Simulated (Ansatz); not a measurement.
## Hypothetical CsCl type CoO, element substitutions

Start from CoO in the CsCl type structure (space group Pm-3m, No. 221; ferromagnetic; a hypothetical phase, not in the database extracts checked).

```xyz
2
Lattice="2.6162 0.0000 0.0000 0.0000 2.6162 0.0000 0.0000 0.0000 2.6162" Properties=species:S:1:pos:R:3 pbc="T T T"
Co     0.0000     0.0000     0.0000
O      1.3081     1.3081     1.3081
```

Each row replaces one element on all its sites; cell and atoms are relaxed.

All numbers come from Kohn–Sham DFT with the PBE functional, run in Ansatz (a quantum-chemistry and plane-wave program) with PAW and 420 eV plane waves, without spin-orbit coupling.

```tsv
variant	density	shortest interatomic distance	largest site moment
base	6.95 g/cm³	2.266 Å	2.49 μB
O → C	7.63 g/cm³	2.156 Å	0.74 μB
Co → Fe	6.41 g/cm³	2.295 Å	3.45 μB
Co → Ir	…	…	–
Co → Ni	6.96 g/cm³	2.262 Å	1.45 μB
```

### Question
What belongs in the blanks?

### Answer

- Co → Ir, density: 15.57 g/cm³
- Co → Ir, shortest interatomic distance: 2.434 Å

No phonon test of stability was made. As relaxed here, CoC, FeO, IrO and NiO are hypothetical phases, not in the database extracts checked. No Hubbard U is applied and the magnetic state is the run's own (CoO ferromagnetic; FeO ferromagnetic; NiO ferromagnetic); small cells can't hold the antiferromagnetic order that many such compounds have, so gaps and moments can be off. Spin-polarised in the final run: CoC, base, FeO and NiO; the other runs are not. An odd electron count without spin: IrO.
